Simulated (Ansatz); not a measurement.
The reference is TiO2 in the anatase structure (space group I4_1/amd, No. 141; a = 3.770 Å, c = 9.555 Å).

All numbers come from plane-wave PAW DFT at the PBEsol level (Ansatz, a quantum-chemistry and plane-wave program, 420 eV), no spin-orbit coupling, earlier PAW set.

Base values:

```
Quantity              Result
-------------------  -------
Smallest direct gap  2.44 eV
```

It is then changed as follows: an isotropic linear strain of −4.64 %, atoms relaxed at fixed cell.

Task: What happens to the smallest direct gap and largest internal atomic displacement?

Result: The smallest direct gap goes up by 0.233 eV to 2.68 eV; the largest internal atomic displacement amounts to 0.045 Å.

Whether these cells are dynamically stable was not tested. The final runs are not spin-polarised.
